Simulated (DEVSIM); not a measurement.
System: Ni/SiO2/p-Ge capacitor, at 300 K.

| layer (left to right) | material | thickness (nm) | Na (cm⁻³) |
|---|---|---|---|
| 1 | SiO2 | 55.0 | - |
| 2 | Ge | 18000 | 1.1e15 |

Metal gate on the left, work function 5.1 eV. Fixed charge at the semiconductor interface -1.5e11 cm⁻² (in units of +e); no interface traps.

This is a model device: material constants are rounded textbook-type values typed into the input, and sizes, dopings and lifetimes were drawn at random. Values at 300 K.

```
parameter      SiO2       Ge
-------------  ----  -------
gap (eV)          9    0.664
affinity (eV)   0.9        4
permittivity    3.9       16
Nc (cm⁻³)         -  1.04e19
Nv (cm⁻³)         -     6e18
```

Simulated with DEVSIM: 1D Poisson equation in equilibrium, Boltzmann statistics, complete ionisation; no quantum confinement or tunnelling. Metal contacts follow the ideal Schottky-Mott rule: no Fermi-level pinning, no interface dipoles.

Problem. Tabulate band edges, carrier densities and field at 2.25 V on the gate.

Solution. Energies count from the Fermi level of the right contact; mesh points crowd at the junctions.

| x (μm) | Ec (eV) | Ev (eV) | n (cm⁻³) | p (cm⁻³) | field (V/cm) |
|---|---|---|---|---|---|
| 0.000 | 1.950 | -7.050 | < 1e2 | < 1e2 | 230000 |
| 0.002213 | 2.000 | -7.000 | < 1e2 | < 1e2 | 230000 |
| 0.008153 | 2.135 | -6.865 | < 1e2 | < 1e2 | 230000 |
| 0.02524 | 2.523 | -6.477 | < 1e2 | < 1e2 | 230000 |
| 0.04811 | 3.042 | -5.958 | < 1e2 | < 1e2 | 230000 |
| 0.05325 | 3.158 | -5.842 | < 1e2 | < 1e2 | 230000 |
| 0.05517 | 0.098 | -0.566 | 2.3e17 | 1.9e9 | 38000 |
| 0.05936 | 0.112 | -0.552 | 1.4e17 | 3.2e9 | 29000 |
| 0.07016 | 0.138 | -0.526 | 5.1e16 | 8.6e9 | 19000 |
| 0.1005 | 0.180 | -0.484 | 9.9e15 | 4.4e10 | 11000 |
| 0.1920 | 0.253 | -0.411 | 5.7e14 | 7.6e11 | 6600 |
| 0.6273 | 0.417 | -0.247 | 1.0e12 | 4.3e14 | 1500 |
| 1.694 | 0.442 | -0.222 | 4.0e11 | 1.1e15 | ≈ 0 |
| 4.906 | 0.442 | -0.222 | 4.0e11 | 1.1e15 | ≈ 0 |
| 13.93 | 0.442 | -0.222 | 4.0e11 | 1.1e15 | ≈ 0 |
| 16.66 | 0.442 | -0.222 | 4.0e11 | 1.1e15 | ≈ 0 |
| 17.57 | 0.442 | -0.222 | 4.0e11 | 1.1e15 | ≈ 0 |
| 17.89 | 0.442 | -0.222 | 4.0e11 | 1.1e15 | ≈ 0 |
| 18.02 | 0.442 | -0.222 | 4.0e11 | 1.1e15 | ≈ 0 |
| 18.04 | 0.442 | -0.222 | 4.0e11 | 1.1e15 | ≈ 0 |
| 18.05 | 0.442 | -0.222 | 4.0e11 | 1.1e15 | ≈ 0 |
| 18.05 | 0.442 | -0.222 | 4.0e11 | 1.1e15 | ≈ 0 |
